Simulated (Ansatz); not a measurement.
## A self-consistent single point of Ge (P3m1, 4 atoms in the cell) with Ansatz

Method of the run: LDA (PW92), default PAW files made with PBE (plane waves; Ansatz, a program for electronic structure).

This input was run:

Ansatz 0.2 input:
```yaml
# Ge
crystal:
  lattice:
    - [3.977602, 0.000000, 0.000000]
    - [-1.988801, 3.444704, 0.000000]
    - [0.000000, 0.000000, 6.566383]
  atoms:
    - { symbol: Ge, position: [0.666667, 0.333333, 0.070515] }
    - { symbol: Ge, position: [0.333333, 0.666667, 0.937100] }
    - { symbol: Ge, position: [0.333333, 0.666667, 0.562900] }
    - { symbol: Ge, position: [0.666667, 0.333333, 0.437100] }
basis:
  ecutwfc: 420.0 eV
kpoints:
  mp_grid: { grid: [10, 10, 5] }
hamiltonian:
  xc: lda
  pseudopotentials: { kind: paw }
scf:
  occupations: { method: fermi_dirac, width: 0.1 eV }
output:
  forces: true
  eigenvalues: true
  stress: true
```

Output (repeated stretches shortened):

```
WARN the atoms were moved onto the symmetric positions of the space group found under crystal.symmetry.tolerance 1.0e-5 (fractional …
WARN ansatz: RAYON_NUM_THREADS=1 ignored (pool sized by the plan → 1); use --threads N
Pseudopotentials: kind: paw
Pseudopotential: Ge, paw, valence charge 14
Crystal: 4 atoms, lattice volume = 89.970 Å³
Basis set: ecut = 420 eV, 1761 PW (Γ)
Bands: 34, of which v1, the nominal top of the filled ones, is band 28 counted from 1 (27 counted from 0)
Symmetry: 6 space group operations
Space group: P3m1 (ITA 156), of the structure as read, at distance tolerance 4.5e-5 Å
k-points: 58 of 500 (time reversal used)
PAW frozen core: Ge, regenerated for the run's functional, and the local potential with it
Initial density: superposition of atomic densities (neutral atoms: chi_scale 0, normalization atom), corrected by the library's trained network
Initial wavefunctions: pseudopotential atomic-orbital guess
Eigensolver: davidson
Functional: x = slater, c = lda
SCF iter   1: F=—  HF=-16862.801120 eV  |F-HF|=—  |Δ(HF+E_count)|=         —  Δρ=4.77e-3  dr2=8.31e-3  ethr=1.77e-3  ⟨swp⟩=5.7  Hψ=7496  notcnv=0
all-band conjugate gradients solve this SCF's bands
preconditioner: auto → Kerker (q_TF=auto, 2.521 Å⁻¹)
SCF iter   2: F=—  HF=-16862.796472 eV  |F-HF|=—  |Δ(HF+E_count)|=   4.65e-3  Δρ=2.93e-3  dr2=3.24e-3  ethr=1.48e-5  ⟨swp⟩=1.0  Hψ=2436  notcnv=0
SCF iter   3: F=—  HF=-16862.796087 eV  |F-HF|=—  |Δ(HF+E_count)|=   3.86e-4  Δρ=6.75e-4  dr2=2.39e-4  ethr=5.79e-6  ⟨swp⟩=2.0  Hψ=3146  notcnv=0
SCF iter   4: F=—  HF=-16862.796038 eV  |F-HF|=—  |Δ(HF+E_count)|=   4.83e-5  Δρ=4.02e-4  dr2=6.93e-5  ethr=4.27e-7  ⟨swp⟩=2.0  Hψ=3596  notcnv=0
SCF iter   5: F=—  HF=-16862.795880 eV  |F-HF|=—  |Δ(HF+E_count)|=   1.59e-4  Δρ=8.48e-5  dr2=1.04e-5  ethr=1.24e-7  ⟨swp⟩=2.0  Hψ=3594  notcnv=0
SCF iter   6: F=—  HF=-16862.795881 eV  |F-HF|=—  |Δ(HF+E_count)|=   1.57e-6  Δρ=4.63e-5  dr2=2.19e-6  ethr=1.85e-8  ⟨swp⟩=2.7  Hψ=3604  notcnv=0
SCF iter   7: F=—  HF=-16862.795881 eV  |F-HF|=—  |Δ(HF+E_count)|=   5.32e-8  Δρ=3.94e-5  dr2=8.52e-7  ethr=3.91e-9  ⟨swp⟩=2.0  Hψ=3568  notcnv=0
SCF iter   8: F=—  HF=-16862.795880 eV  |F-HF|=—  |Δ(HF+E_count)|=   7.99e-7  Δρ=1.41e-5  dr2=1.27e-7  ethr=1.52e-9  ⟨swp⟩=2.0  Hψ=3579  notcnv=0
SCF iter   9: F=-16862.795880 eV  HF=-16862.795880 eV  |F-HF|=2.26e-8  |Δ(HF+E_count)|=   8.21e-8  Δρ=4.39e-6  dr2=1.39e-8  ethr=1.79e-10  ⟨swp⟩=4.2  Hψ=7163  notcnv=0
SCF 1 converged in 9 iterations: F = -16862.795880 eV  dr2 = 1.39e-8
SCF converged after 9 iterations
Free energy (F): -16862.795880 eV
Harris-Foulkes:  -16862.795880 eV  (|F-HF|=2.26e-8)
Internal energy: -16862.786536 eV  (E = F + TS)
E sigma→0 (E₀):  -16862.791208 eV
Entropy (-TS):   -0.009345 eV (-2.336 meV/atom)
Fermi energy:    8.417768 eV
--- Per-component energies (eV) ---
  E_band       = -615.961349
  E_kinetic    = 448.418134
  E_local      = -9898.702790  (includes V_loc(G=0)·N_el)
  E_nonlocal   = 1686.576878
  E_hartree    = 4338.637874
  E_xc         = -301.315047
  E_vxc        = -261.165707  (∫ρ·V_xc dr)
  E_paw        = -7765.416998  (= ΣΔE_a)
  E_vpaw       = -1268.353075  (= ΣTr[D̂ρ^β])
  E_aug_tail   = 0.001272  (compensation charges beyond the density's cutoff)
  E_ewald      = -5378.619164
  E_core_change = 7.633305  (= ΣΔE_core)
  E_smearing   = -0.009345  (= −TS)
  E_closure    = 0.000000  (closes the sum)
  Σ components = -16862.795880   (vs F -16862.795880, Δ=0.00e0)
--- Forces (eV/Å), atoms counted from 1 ---
  atom   1  Ge    -0.00000000    -0.00000000    -0.63171561
  atom   2  Ge    -0.00000000     0.00000000     0.23547816
  atom   3  Ge    -0.00000000     0.00000000     0.06930149
  atom   4  Ge     0.00000000    -0.00000000     0.32692526
  max |Σ_I F_I| component: 1.07e-5 eV/Å
--- Stress (GPa, compression-positive) ---
       -1.377713      -0.000000       0.000000
       -0.000000      -1.377713       0.000000
        0.000000       0.000000      -0.137655
  P = ⅓ Tr σ = -0.9644 GPa (-9.644 kbar)
  The stress holds the Pulay correction. Without it, at fixed plane waves, as pw.x and ABINIT print it: P = -0.9909 GPa
--- Band table (eV; the first three rows and the last of 58) ---
  k-point 0: bands = ["-16.6569", "-16.6569", "-16.6181", "-16.5874", "-16.5874", "-16.5867", "-16.5611", "-16.5611", "-16.4847", "-16.4847", "-16.4037", "-16.4037", "-16.3697", "-16.3697", "-16.3484", "-16.3405", "-16.3084", "-16.3084", "-16.2741", [...]
  k-point 1: bands = ["-16.6559", "-16.6559", "-16.6178", "-16.5894", "-16.5894", "-16.5860", "-16.5587", "-16.5587", "-16.4887", "-16.4887", "-16.4001", "-16.4001", "-16.3699", "-16.3699", "-16.3491", "-16.3408", "-16.3079", "-16.3079", "-16.2753", [...]
  k-point 2: bands = ["-16.6542", "-16.6542", "-16.6171", "-16.5924", "-16.5924", "-16.5850", "-16.5548", "-16.5548", "-16.4953", "-16.4953", "-16.3942", "-16.3942", "-16.3708", "-16.3708", "-16.3503", "-16.3412", "-16.3068", "-16.3068", "-16.2775", [...]
  k-point 57: bands = ["-16.6865", "-16.6561", "-16.6367", "-16.5944", "-16.5455", "-16.5380", "-16.5202", "-16.5051", "-16.4961", "-16.4784", "-16.4306", "-16.4082", "-16.3928", "-16.3862", "-16.3789", "-16.3768", "-16.3146", "-16.2901", [...]
```

The run converged in 9 iterations.

The starting cell comes from a database of computed structures (which also holds hypothetical and non-ambient phases and stackings), without a prior relaxation at this level. Its lattice was rescaled by up to half a per cent. One atom was moved a little off its site on purpose. Ansatz's pressure includes its estimate of the finite-basis (Pulay) stress.
